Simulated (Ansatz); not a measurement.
Base system: Ga₂O₃ (space group R-3m, No. 166; a = 2.9881 Å, c = 22.8522 Å (hexagonal axes); a hypothetical phase, not in the database extracts checked). Axes: x lies along a and z along c of the hexagonal cell.

It is then changed as follows: a pure shear with ε_yz = ε_zy = 0.0161; the atoms relax in the strained cell.

Levels (all Ansatz, a program for electronic structure, PAW): PBEsol (420 eV, without spin-orbit coupling); r2SCAN (500 eV, no spin-orbit coupling); HSE06 (420 eV, scalar-relativistic without spin-orbit coupling).

At the geometry relaxed with PBEsol, these levels gave the following band gaps, in shuffled order: (a) 3.50 eV, (b) 2.84 eV, (c) 4.55 eV.

Problem. Match each gap to its level.

Solution. (a) r2SCAN; (b) PBEsol; (c) HSE06.

Single points use the geometry relaxed with PBEsol. The hybrid gap comes from the SCF mesh plus the semilocal run's edge points and a few special points and is an upper bound. Stability against distortions was not tested.
